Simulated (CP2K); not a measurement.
Several settings converged on Sr (Fm-3m, 1 atom in the cell)

```yaml
crystal:
  lattice:
    - [4.28631, 0.00000, 0.00000]
    - [2.14316, 3.71205, 0.00000]
    - [2.14316, 1.23735, 3.49976]
  atoms:
    - { symbol: Sr, position: [0.00000, 0.00000, 0.00000] }
```

Base method: CP2K with PBE, GPW, DZVP-MOLOPT-PBE-GTH basis, GTH-PBE potentials (POTENTIAL_UZH).

Base settings: CUTOFF = 500 Ry; REL_CUTOFF = 50 Ry; SMEAR/METHOD = FERMI_DIRAC; ELECTRONIC_TEMPERATURE = 1160.45 K; KPOINTS/SCHEME = MACDONALD 4 4 4 0.125 0.125 0.125; XC_FUNCTIONAL = PBE; Sr/BASIS_SET = DZVP-MOLOPT-PBE-GTH-q10; Sr/POTENTIAL = GTH-PBE-q10; METHOD = GPW; EPS_DEFAULT = 1e-10.

**The k-point mesh at a smearing width of 0.02 eV**

In this ladder: ELECTRONIC_TEMPERATURE = 232.09 K.

Only quantities that move along the ladder and can be compared are tabulated.

```csv
KPOINTS/SCHEME,free energy less the last step's (meV/atom),pressure (GPa)
MONKHORST-PACK 3 3 3,69.79,0.78
MACDONALD 4 4 4 0.125 0.125 0.125,-43.48,0.56
MONKHORST-PACK 5 5 5,-13.41,-0.02
MACDONALD 6 6 6 0.08333333333 0.08333333333 0.08333333333,27.63,0.17
MONKHORST-PACK 7 7 7,0.04,0.30
MONKHORST-PACK 9 9 9,3.03,0.12
MACDONALD 10 10 10 0.05 0.05 0.05,1.25,0.22
MONKHORST-PACK 13 13 13,0.47,0.21
MONKHORST-PACK 15 15 15,0.00,0.19
```

Coarsest KPOINTS/SCHEME that holds the pressure within 0.1 GPa of the last step, with all finer ones: MONKHORST-PACK 9 9 9; the step before is off by 0.11 GPa.

Coarsest KPOINTS/SCHEME that holds the free energy within 5 meV/atom of the last step, with all finer ones: MONKHORST-PACK 7 7 7; the step before is off by 28 meV/atom.

**The width of Fermi-Dirac smearing**

In this ladder: KPOINTS/SCHEME = MONKHORST-PACK 7 7 7.

Narrow widths need finer meshes than wide ones, so the last steps can hold mesh noise.

Only quantities that move along the ladder and can be compared are tabulated; pressure and forces are left out, as mesh noise rules them at narrow widths.

| ELECTRONIC_TEMPERATURE | free energy less the last step's (meV/atom) | energy extrapolated to zero width less the last step's (meV/atom) |
|---|---|---|
| 11604.5 K | -1667.55 | -198.73 |
| 5802.26 K | -403.23 | -14.42 |
| 3481.36 K | -97.27 | 1.24 |
| 2320.9 K | 0.00 | 0.00 |

Widest ELECTRONIC_TEMPERATURE that holds the free energy within 5 meV/atom: not settled: the last two steps still differ by 97 meV/atom, over half the tolerance, so the ladder does not show it.

Widest ELECTRONIC_TEMPERATURE that holds the energy extrapolated to zero width within 2 meV/atom: not settled: the last two steps still differ by 1.2 meV/atom, over half the tolerance, so the ladder does not show it.

The extrapolation to zero width removes most of the smearing's effect on the energy.

**The width of cold smearing**

In this ladder: SMEAR/METHOD = MARZARI_VANDERBILT; ELECTRONIC_TEMPERATURE = default; KPOINTS/SCHEME = MONKHORST-PACK 7 7 7.

Narrow widths need finer meshes than wide ones, so the last steps can hold mesh noise.

Only quantities that move along the ladder and can be compared are tabulated; pressure and forces are left out, as mesh noise rules them at narrow widths.

| SIGMA | free energy less the last step's (meV/atom) |
|---|---|
| 1 eV | -55.44 |
| 0.5 eV | -15.53 |
| 0.3 eV | -11.33 |
| 0.2 eV | -7.33 |
| 0.1 eV | -2.85 |
| 0.05 eV | 0.00 |

Widest SIGMA that holds the free energy within 5 meV/atom: not settled: the last two steps still differ by 2.8 meV/atom, over half the tolerance, so the ladder does not show it.

On the base run: the starting cell has typed, rounded lattice constants, without a prior relaxation at this level. Its lattice was rescaled by up to half a per cent. Values carry the incompleteness of an atom-centred basis. Without a gap this mesh is coarse (it stands for a supercell whose shortest vector is 17 Å).

Left out of this page: 3 runs of the series outside the window shown, repeating another row's setting, or not comparable.
